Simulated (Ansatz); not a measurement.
```
CELL_PARAMETERS angstrom
      2.85661     1.64927     4.76800
     -2.85661     1.64927     4.76800
      0.00000    -3.29853     4.76800
ATOMIC_POSITIONS crystal
  Sc 0.77907 0.77907 0.77907
  Sc 0.27907 0.27907 0.27907
  Bi 0.99716 0.99716 0.99716
  Bi 0.49716 0.49716 0.49716
  O  0.95080 0.12190 0.57264
  O  0.12190 0.57264 0.95080
  O  0.57264 0.95080 0.12190
  O  0.07264 0.62190 0.45080
  O  0.45080 0.07264 0.62190
  O  0.62190 0.45080 0.07264
```

Relaxed-ion tensors in this frame from Ansatz (a program for electronic structure), PBEsol functional, plane-wave PAW. Proper piezoelectric stress tensor e (C/m²):

```
 0.00   0.00   0.00   0.00  -2.53   1.78
 1.78  -1.78   0.00  -2.53   0.00   0.00
-2.63  -2.63  -2.42   0.00   0.00   0.00
```

Stiffness C (GPa):

```
  210    114   56.8   14.0    0.0    0.0
  114    210   56.8  -14.0    0.0    0.0
 56.8   56.8    138    0.0    0.0    0.0
 14.0  -14.0    0.0   47.0    0.0    0.0
  0.0    0.0    0.0    0.0   47.0   14.0
  0.0    0.0    0.0    0.0   14.0   47.6
```

The cell is a database entry relaxed within its symmetry; it need not be the phase found at ambient conditions. Spin-orbit coupling is not included.

Problem. Obtain the piezoelectric strain tensor d.

Solution. d = e S with S = C⁻¹, in pC/N:

```
  0.0    0.0    0.0    0.0  -71.2   58.3
 28.9  -28.9    0.0  -71.0    0.0    0.0
 -5.9   -5.9  -12.7    0.0    0.0    0.0
```
Away from Γ the polar cell without biaxial strain shows no imaginary mode on a 2×2×2 mesh.
